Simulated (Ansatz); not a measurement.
Consider the following.

```xyz
2
Lattice="4.0057 0.0000 0.0000 0.0000 4.0057 0.0000 2.0028 2.0028 2.8324" Properties=species:S:1:pos:R:3 pbc="T T T"
Zn     0.0000     0.0000     0.0000
Se     2.0028     4.0057     1.4162
```

The cell is taken as given.

Transport runs along the normal of the first two printed cell vectors, the (001) plane of the conventional cell.

The gap is the functional's own, uncorrected, and κ follows it; spin-orbit coupling is left out. Mid-gap means the computed energy nearest the middle.

### Question
Compute, with r2SCAN (Ansatz, an electronic-structure program), the band gap and the smallest decay constant κ at mid-gap.

### Answer
Gap 1.87 eV on a 10×10×10 mesh; κ = 0.125 1/Å, at the zone centre.
